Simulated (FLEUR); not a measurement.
Input and output of a self-consistent single point for Mo (Im-3m, 1 atom in the cell) (FLEUR).

Method of the run: PBE, all-electron FLAPW (FLEUR), scalar-relativistic valence.

The change in words: lattice scaled by 0.98. Reference geometry:
```
Mo
1.0
   -1.56797     1.56797     1.56797
    1.56797    -1.56797     1.56797
    1.56797     1.56797    -1.56797
Mo
1
Direct
  0.00000   0.00000   0.00000
```

Reference input (self-consistent single point, DFT, PBE, all-electron FLAPW (FLEUR), scalar-relativistic valence): Kmax = 4.2 1/bohr; GmaxXC = 16.8 1/bohr; xcFunctional = pbe; jspins = 1; l_soc = F; mode = gauss; fermiSmearingEnergy = 0.00183747 Htr; mesh (inpgen div1-3) = 15 15 15; inpgen gamma flag = false; Gmax = 16.8 1/bohr; numbands = 0; maxIterBroyd = 99. This run's input differs from it in these lines:

```diff
@@ -3,5 +3,5 @@
 &input film=f /
--2.9630376511 2.9630376511 2.9630376511
-2.9630376511 -2.9630376511 2.9630376511
-2.9630376511 2.9630376511 -2.9630376511
+-2.9037777295 2.9037777295 2.9037777295
+2.9037777295 -2.9037777295 2.9037777295
+2.9037777295 2.9037777295 -2.9037777295
 1.0
@@ -42,5 +42,5 @@
          <bravaisMatrix>
-            <row-1>   -2.9630376511000001     2.9630376511000001     2.9630376511000001</row-1>
-            <row-2>    2.9630376511000001    -2.9630376511000001     2.9630376511000001</row-2>
-            <row-3>    2.9630376511000001     2.9630376511000001    -2.9630376511000001</row-3>
+            <row-1>   -2.9037777294999998     2.9037777294999998     2.9037777294999998</row-1>
+            <row-2>    2.9037777294999998    -2.9037777294999998     2.9037777294999998</row-2>
+            <row-3>    2.9037777294999998     2.9037777294999998    -2.9037777294999998</row-3>
          </bravaisMatrix>
```

Output, abridged:

```
 Iteration:     1   Distance:      16.63605170 me/bohr^3
 Iteration:     2   Distance:      15.29743780 me/bohr^3
 Iteration:     3   Distance:       6.22310642 me/bohr^3
 Iteration:     4   Distance:       4.00214014 me/bohr^3
 Iteration:     5   Distance:       1.47830620 me/bohr^3
   [... 5 lines left out ...]
 Iteration:    11   Distance:       0.00095796 me/bohr^3
 Iteration:    12   Distance:       0.00013196 me/bohr^3
 Iteration:    13   Distance:       0.00006092 me/bohr^3
 Iteration:    14   Distance:       0.00000077 me/bohr^3
 Run finished successfully
 Stop message:
   Structural relaxation: Done

[file out, last iteration]
             iter=     15
[...]
          total density-effective poten   -6.5944566319E+03
          total charge density-energy d   -1.2397181360E+02
 Updated energy parameters for spin:           1
[...]
 fermi energy and band-weighting factors:

[...]
FERMIE:
          first approx. to ef    (T=0)  :   0.657116 htr   (energy of the highest occ. eigenvalue)
          number of occ. states  (T=0)  :        842
          first approx. to seigv (T=0)  :  -3.694236 htr
          sum of weights of occ. states :   7.001481
          sum of semicore charge        :   0.000000 e
          fermi energy=   0.65708 har   work function= -17.87996 ev
          number of valence electrons=  14.00000
     band-weighting factor for spin=    1
   [... lines left out ...]
          total moment                 =     0.00000
 Direct bandgap for spin            1 :    1.0761812260248860E-002  Htr
   [... lines left out ...]
 ---->    (input%tkb*entropy) TS=              0.0000000000 htr
 ---->    free energy=                     -4049.5867068928 htr
      extrapolation for T->0
 ---->    total electron energy=           -4049.5867068928 htr
 ***** TOTAL FORCES ON ATOMS *****
 TOTAL FORCE FOR ATOM TYPE=  1  X=  0.000   Y=  0.000   Z=  0.000
                       FX_TOT= 0.000000 FY_TOT= 0.000000 FZ_TOT= 0.000000
 Structural relaxation: Done
```

The run converged in 14 iterations. FLEUR gives forces in its relaxation mode, with a further iteration, so its stop message speaks of a relaxation. Against the reference run the total energy rises by 96.8 meV/atom.

The starting cell comes from a database of computed structures (which also holds hypothetical and non-ambient phases and stackings), without a prior relaxation at this level. Its lattice was rescaled by a random factor within 2.5 % of one. For this run, on top of that: lattice scaled by 0.98. Spin polarisation is off. Values depend on the basis (sphere radii, cutoffs, local orbitals), which need not be converged. The log's line on a gap gives a spacing of levels on this mesh, which the program prints for metals too.

Cost on one core of a shared machine: roughly 30 s.
